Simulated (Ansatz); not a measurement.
Consider ZnS in the zinc blende structure (space group F-43m, No. 216; a = 5.357 Å). Axes: x, y, z lie along the cube axes.

Method: plane-wave PAW DFT at the PBEsol level (Ansatz, a first-principles code, 420 eV), scalar-relativistic without spin-orbit coupling.

Before the change:

```
Property                             Value
---------------------  -------------------
Valence-band top at Γ  0.00, 0.00, 0.00 eV
Pressure                         -0.01 GPa
```

Now apply this change: tensile biaxial strain of 0.50 % in the plane normal to [001], as in epitaxy on a mismatched substrate; the out-of-plane cell vector and the atoms relax.

Task: What happens to the valence-band top at Γ?

Result: The valence-band top at Γ (three highest levels, from the VBM) becomes 0.00, -0.04, -0.04 eV (base: 0.00, 0.00, 0.00 eV).

Task: How does this affect the out-of-plane strain?

Result: The out-of-plane strain amounts to -0.62 %.

Task: Predict the new pressure.

Result: The pressure (mean of the normal stresses, compression positive) shrinks by 0.30 GPa to -0.31 GPa.

The levels and masses belong to the bands next to the band gap. Stability against distortions was not tested.
